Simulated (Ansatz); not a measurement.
BeSe (F-43m) under hydrostatic pressure: band gap by PBEsol with spin-orbit coupling, rigid bands (plane waves, PAW; Ansatz, a program for electronic structure). The unloaded cell, whose axes the loads refer to:

```yaml
crystal:
  lattice:
    - [0.00000, 2.56432, 2.56432]
    - [2.56432, 0.00000, 2.56432]
    - [2.56432, 2.56432, 0.00000]
  atoms:
    - { symbol: Be, position: [0.00000, 0.00000, 0.00000] }
    - { symbol: Se, position: [0.25000, 0.25000, 0.25000] }
```

```tsv
hydrostatic pressure (GPa)	volume per atom (Å³)	band gap (eV)
-2	17.32	2.38
0	16.86	2.32
2	16.46	2.27
5	15.94	?
10	15.21	2.07
```

Q: Fit a straight line to band gap against the load over the rows given, and predict the row at 5 GPa.

A: The means are x̄ = 2.500 GPa and ȳ = 2.2600; Σ(x − x̄)(y − ȳ) = -2.120 and Σ(x − x̄)² = 83.00, so the slope is -25.5 meV per GPa, and the rows given lie within 5.1 meV of the line. At 5 GPa the line gives 2.20 eV; the calculation gives 2.19 eV, 0.28 % from it.

Q: With all rows, what volume deformation potential dE_g/d ln V follows?

A: A line through E_g against ln V has the slope 2.4 eV, so the gap narrows under compression.

 Stresses and pressures are the targets of the relaxation. Gaps are resolved to about 0.01 eV. The structure type is held at every load. Geometry: cell and atoms relaxed with PBEsol.
